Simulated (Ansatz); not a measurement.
Ansatz (a quantum-chemistry and plane-wave program), DFT, PBE, plane waves, its default PAW files: Cu(100) slab of 6 layers, 1x1, atoms displaced (Cu6), unrelaxed, 6 atoms. Basis and mesh were picked for this test and aren't claimed converged.

```json
{
  "cell": "2.56, 2.56, 19.04 Å; 90, 90, 90°",
  "distance_to_the_nearest_atom": "2.53 to 2.56 Å",
  "task": "single point",
  "k mesh": "10×10×1",
  "hamiltonian.xc": "pbe",
  "kind_of_files": "paw",
  "scf.occupations.method": "fermi_dirac",
  "scf.occupations.width": "0.1 eV",
  "scf.initial_density.chi_scale": "0.1",
  "output.forces": "true",
  "binding of workers (--pin)": "off",
  "k-point pools (--kpoint-pools)": "1",
  "memory maximum (--max-ram)": "8GiB",
  "accuracy": "medium (default)",
  "basis.precision": "auto (default)",
  "basis.xc_grid": "2 (default)",
  "scf.eigensolver.kind": "auto (default)",
  "scf.convergence.dr2_threshold": "1e-07 (default)",
  "scf.lower_state_search": "light (default)",
  "k-points after symmetry": "52",
  "bands_at_the_start": "64",
  "electrons": "114",
  "plane waves at Γ": "2467",
  "cutoff (eV)": "420",
  "FFT grid": "18×18×128",
  "symmetry_operations": "1"
}
```

One run each.

All on 4 threads. Base settings, kept where nothing else is said: scf.mixing.algorithm = auto (default), scf.mixing.preconditioner = auto (default), scf.algorithm = auto (default) (scf.mixing.beta, scf.mixing.ndim, scf.mixing.q_tf not set). The settings tried:…
- scf.mixing.ndim = 4
- scf.mixing.algorithm = broyden, scf.mixing.beta = 0.1
- scf.mixing.algorithm = anderson
- scf.mixing.algorithm = broyden, scf.mixing.beta = 0.3
- scf.mixing.ndim = 16
- scf.mixing.algorithm = broyden, scf.mixing.preconditioner = kerker
- scf.mixing.algorithm = anderson, scf.mixing.ndim = 4
- scf.mixing.algorithm = msr1
- scf.mixing.preconditioner = local_kerker
- scf.mixing.algorithm = broyden, scf.mixing.preconditioner = kerker, scf.mixing.q_tf = 0.5 1/Å
- scf.mixing.algorithm = broyden, scf.mixing.preconditioner = none
- scf.mixing.algorithm = anderson, scf.mixing.ndim = 16
- scf.mixing.algorithm = anderson, scf.mixing.ndim = 1
- scf.mixing.algorithm = broyden, scf.mixing.beta = 1
- scf.mixing.algorithm = broyden
- scf.mixing.preconditioner = kerker
- scf.mixing.algorithm = broyden, scf.mixing.beta = 0.7
- scf.mixing.algorithm = broyden, scf.mixing.preconditioner = kerker, scf.mixing.q_tf = 1.5 1/Å
- scf.mixing.preconditioner = kerker_dos
- scf.mixing.preconditioner = none
- scf.mixing.preconditioner = ldos
- scf.algorithm = direct_min
- the base settings

### Question
Name the extremes by SCF iterations: fewest, most, and any that don't converge.

### Answer
Fewest SCF iterations, with those close behind: scf.algorithm = direct_min (10); scf.mixing.ndim = 16 (13). Most among those that reach the base run's result: scf.mixing.algorithm = broyden, scf.mixing.preconditioner = kerker (38); scf.mixing.preconditioner = kerker (35). No count from: scf.mixing.algorithm = anderson, scf.mixing.ndim = 1 (unfinished when stopped at the time that we allowed, after 19 SCF iterations). All the others converged. In the base run the program took: scf.mixing.algorithm MSR1, scf.mixing.preconditioner LDOS, scf.eigensolver.kind band_cg, --slots 4.

```tsv
setting	SCF iterations	applications of H to a band	end
scf.algorithm = direct_min	10	344128	converged
scf.mixing.ndim = 16	13	92364	converged
the base settings	14	95399	converged
scf.mixing.algorithm = msr1	14	95399	converged
scf.mixing.preconditioner = ldos	14	95399	converged
scf.mixing.algorithm = broyden, scf.mixing.beta = 0.3	15	97906	converged
scf.mixing.algorithm = broyden, scf.mixing.beta = 0.7	15	99740	converged
scf.mixing.ndim = 4	15	104487	converged
scf.mixing.algorithm = anderson, scf.mixing.ndim = 16	16	114579	converged
scf.mixing.algorithm = broyden	17	120423	converged
scf.mixing.algorithm = anderson	17	121789	converged
scf.mixing.algorithm = broyden, scf.mixing.beta = 1	17	120423	converged
scf.mixing.preconditioner = local_kerker	18	105140	converged
scf.mixing.algorithm = broyden, scf.mixing.preconditioner = none	19	109616	converged
scf.mixing.algorithm = broyden, scf.mixing.beta = 0.1	19	106238	converged
scf.mixing.algorithm = broyden, scf.mixing.preconditioner = kerker, scf.mixing.q_tf = 0.5 1/Å	19	116979	converged
scf.mixing.preconditioner = none	21	113635	converged
scf.mixing.algorithm = anderson, scf.mixing.ndim = 4	21	147171	converged
scf.mixing.algorithm = broyden, scf.mixing.preconditioner = kerker, scf.mixing.q_tf = 1.5 1/Å	23	136897	converged
scf.mixing.preconditioner = kerker_dos	30	169941	converged
scf.mixing.preconditioner = kerker	35	185239	converged
scf.mixing.algorithm = broyden, scf.mixing.preconditioner = kerker	38	221860	converged
```

An iteration's cost differs between solvers, so these counts don't give the time.

Keys are those of Ansatz 0.2.
